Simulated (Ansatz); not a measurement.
## LiBr, pressure series

Consider LiBr in the rock salt structure (space group Fm-3m, No. 225; a = 5.511 Å).

Cell and atoms are relaxed at each pressure.

Method: Ansatz (a program for electronic structure) PBE, scalar-relativistic without spin-orbit coupling.

Candidates:
(a) pressure 30 GPa
(b) pressure −1 GPa
(c) pressure −2 GPa
(d) pressure 1.8 GPa

Before the change:

The band gap comes out as 4.91 eV.

**Question.** Order them by band gap, lowest first.

**Answer.** (c) pressure −2 GPa (4.54 eV), (b) pressure −1 GPa (4.73 eV), (d) pressure 1.8 GPa (5.19 eV), (a) pressure 30 GPa (5.73 eV)

Load acts through the strain it causes; cell and atoms are relaxed under it. Stability against distortions was not tested. Competing high-pressure phases were not computed.
